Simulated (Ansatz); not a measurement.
Defect migration in cubic BaZrO3: interstitial Na, charge state +1. Method: PBE, PAW (plane waves to 420 eV; Ansatz, a quantum-chemistry and plane-wave program).

Cell of 60 host sites held at the relaxed PBE lattice; the Γ point alone; Fermi-Dirac width 0.01 eV, spin-restricted; finite-size errors left in. Static, classical nuclei. Spin-orbit coupling is left out. The host phase is not the lowest at 0 K, so the defect can set off distortions of the whole cell. The charge state is imposed; whether it is stable for some Fermi level was not computed. Sites that were not tried may lie lower.

Barriers: single points on a 2×2×2 k-point mesh shifted by half a step at the bands' geometries (they differ from the bands' own by up to 0.09 eV, and are uncertain by about as much).

Relaxed starting cell (atoms counted from 1):

```xyz
61
Lattice="8.4545 0.0000 0.0000 0.0000 8.4545 0.0000 0.0000 0.0000 12.6818" Properties=species:S:1:pos:R:3 pbc="T T T"
Ba     0.0307    -0.0794    -0.5879
Ba     0.0678    -0.1838     4.6396
Ba     0.0453    -0.0744     8.3481
Ba     0.0306     4.1066    -0.1042
Ba     0.0535     4.1488     4.1030
Ba     0.0459     4.1131     8.3296
Ba     4.2843    -0.0744    -0.1132
Ba     4.2703    -0.1142     4.1225
Ba     4.2853    -0.0906     8.3386
Ba     4.2706     4.1413    -0.0927
Ba     4.2606     4.1811     4.0825
Ba     4.2810     4.0964     8.3443
Zr     2.1803     2.0641     2.0088
Zr     2.1939     2.0465     6.2326
Zr     2.1906     2.0539    10.4380
Zr     2.1423     6.2804     2.0000
Zr     2.2087     6.2098     6.2727
Zr     2.1953     6.2163    10.4502
Zr     6.3292     2.0837     2.0089
Zr     6.3764     2.0365     6.2199
Zr     6.3602     2.0523    10.4360
Zr     6.3812     6.2712     2.0046
Zr     6.3489     6.2079     6.2629
Zr     6.3550     6.2144    10.4409
O      2.1145     0.0439     2.3351
O      1.9861     0.0087     6.4756
O      2.0849     0.0138    10.5681
O      2.0762     4.2713     2.2306
O      2.0569     4.2084     6.4538
O      2.0250     4.2285    10.7468
O      6.2365     0.0451     2.2573
O      6.3850     0.0072     6.4999
O      6.2746     0.0144    10.6311
O      6.2718     4.2715     2.2459
O      6.2700     4.2072     6.4819
O      6.3124     4.2272    10.7498
O     -0.0240     2.3301     2.1128
O     -0.0158     2.1912     6.4091
O     -0.0166     2.1935    10.6243
O     -0.0153     6.4507     2.3083
O     -0.0160     6.4160     6.4604
O     -0.0171     6.4637    10.4537
O      4.2102     2.3543     2.1189
O      4.2254     2.1536     6.4728
O      4.2213     2.2829    10.6300
O      4.2112     6.4509     2.1705
O      4.2297     6.5328     6.3587
O      4.2218     6.4484    10.7043
O      2.1013     2.0351     0.0111
O      2.1150     2.1444     4.2474
O      2.0962     2.1713     8.4643
O      2.0058     6.4197     0.0071
O      2.1021     6.3286     4.2862
O      2.2127     6.2757     8.4651
O      6.3002     2.0817     0.0149
O      6.2889     2.1264     4.2333
O      6.3244     2.1516     8.4665
O      6.4194     6.3845     0.0110
O      6.3214     6.3467     4.2776
O      6.1997     6.2821     8.4670
Na    -0.0305     0.1228     2.0257
```
Cell charge +1.

End state 1 differs by these moves (Å; atoms that move under 0.15 Å are left out):

| atom | element | Δx | Δy | Δz |
|---|---|---|---|---|
| 1 | Ba | 0.56 | 0.10 | 0.57 |
| 2 | Ba | 0.04 | 0.21 | -0.54 |
| 4 | Ba | 0.03 | 0.20 | 0.04 |
| 5 | Ba | 0.02 | 0.19 | 0.10 |
| 6 | Ba | 0.01 | 0.15 | -0.06 |
| 7 | Ba | -0.35 | 0.17 | -0.07 |
| 8 | Ba | 0.05 | 0.17 | -0.01 |
| 9 | Ba | 0.02 | 0.16 | 0.05 |
| 11 | Ba | 0.11 | 0.09 | 0.15 |
| 12 | Ba | 0.07 | 0.15 | -0.02 |
| 13 | Zr | 0.03 | 0.17 | 0.08 |
| 15 | Zr | -0.03 | 0.17 | -0.01 |
| 17 | Zr | 0.00 | 0.20 | -0.02 |
| 19 | Zr | 0.11 | 0.11 | 0.05 |
| 23 | Zr | 0.07 | 0.22 | 0.00 |
| 24 | Zr | 0.07 | 0.15 | 0.02 |
| 25 | O | 0.05 | -0.09 | -0.21 |
| 28 | O | -0.28 | -0.06 | -0.09 |
| 30 | O | -0.19 | 0.01 | -0.12 |
| 31 | O | -0.16 | -0.10 | -0.09 |
| 32 | O | -0.16 | -0.02 | -0.03 |
| 33 | O | -0.26 | -0.03 | -0.05 |
| 36 | O | -0.06 | 0.00 | -0.14 |
| 37 | O | 0.01 | -0.52 | 0.00 |
| 38 | O | 0.00 | -0.11 | 0.11 |
| 39 | O | -0.02 | -0.27 | 0.13 |
| 41 | O | -0.01 | -0.21 | -0.07 |
| 42 | O | -0.02 | 0.00 | 0.35 |
| 43 | O | 0.00 | -0.22 | 0.16 |
| 46 | O | 0.02 | -0.41 | 0.11 |
| 47 | O | -0.02 | -0.29 | 0.14 |
| 48 | O | -0.05 | -0.22 | -0.04 |
| 52 | O | 0.17 | -0.09 | 0.04 |
| 54 | O | -0.18 | 0.04 | -0.02 |
| 58 | O | -0.12 | -0.13 | 0.04 |
| 60 | O | 0.20 | 0.01 | 0.01 |
| 61 | Na | -1.92 | -0.13 | -2.02 |

Problem. Estimate the forward and backward barriers to end state 1 that PBE, PAW returns for this input.

Solution. forward 1.15 eV, backward 0.90 eV; at the saddle point atom 61 has neighbours Ba at 2.43; O at 2.03, O at 2.36, O at 2.37, O at 2.54, O at 2.60; Zr at 2.63 Å. The check of the saddle point's order was inconclusive.

End state 2 differs by these moves (Å; atoms that move under 0.15 Å are left out):

```tsv
atom	element	Δx	Δy	Δz
1	Ba	0.55	0.04	0.56
2	Ba	0.04	0.15	-0.56
7	Ba	-0.36	-0.04	-0.09
11	Ba	0.10	-0.01	0.12
25	O	0.03	-0.01	-0.23
28	O	-0.28	-0.05	-0.11
30	O	-0.21	-0.02	-0.14
31	O	-0.16	0.00	-0.12
32	O	-0.18	-0.01	-0.06
33	O	-0.27	-0.01	-0.07
35	O	-0.08	0.05	-0.12
36	O	-0.06	-0.01	-0.16
37	O	0.00	-0.26	0.13
39	O	-0.02	-0.22	0.16
40	O	-0.01	0.17	-0.21
42	O	-0.02	0.06	0.28
43	O	0.01	0.02	0.16
46	O	-0.01	-0.13	0.09
47	O	-0.04	-0.13	0.09
48	O	-0.07	-0.17	-0.06
52	O	0.16	-0.09	0.02
58	O	-0.19	-0.09	0.01
61	Na	-1.92	-0.12	-2.05
```

Problem. What forward and backward barriers to end state 2 does PBE, PAW give?

Solution. forward 1.09 eV, backward 0.84 eV; at the saddle point atom 61 has neighbours Ba at 2.43; O at 2.04, O at 2.28, O at 2.42, 2 O at 2.55; Zr at 2.64 Å. The check of the saddle point's order was inconclusive.
